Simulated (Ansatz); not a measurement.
The parent structure is Ti in the hcp (Mg type) structure (space group P6_3/mmc, No. 194; relaxed with 0.1 eV smearing).

```yaml
crystal:
  lattice:
    - [2.93639, 0.00000, 0.00000]
    - [-1.46820, 2.54299, 0.00000]
    - [0.00000, 0.00000, 4.64022]
  atoms:
    - { symbol: Ti, position: [0.33333, 0.66667, 0.75000] }
    - { symbol: Ti, position: [0.66667, 0.33333, 0.25000] }
```

Cartesian axes are those of the cell as printed.

Calculations: Ansatz (a quantum-chemistry and plane-wave program) r2SCAN, without spin-orbit coupling.

For the base:

```
Quantity                         Value
-----------------------------  -------
Pressure                       0.0 GPa
Shortest interatomic distance  2.874 Å
Band gap                          zero
```

It is then changed as follows: the cell is compressed by 0.26 % along x with no lateral relaxation, atoms relaxed at fixed cell.

Task: How does this affect the pressure, shortest interatomic distance, energy relative to the base and band gap?

Result: The pressure (mean of the normal stresses, compression positive) goes from zero to 0.3 GPa; the shortest interatomic distance shrinks by 0.004 Å (2.874 Å → 2.870 Å); the energy stays essentially unchanged; the band gap stays zero.

The cells carry an imposed strain or load. Stability against distortions was not tested. All final runs are without spin polarisation.
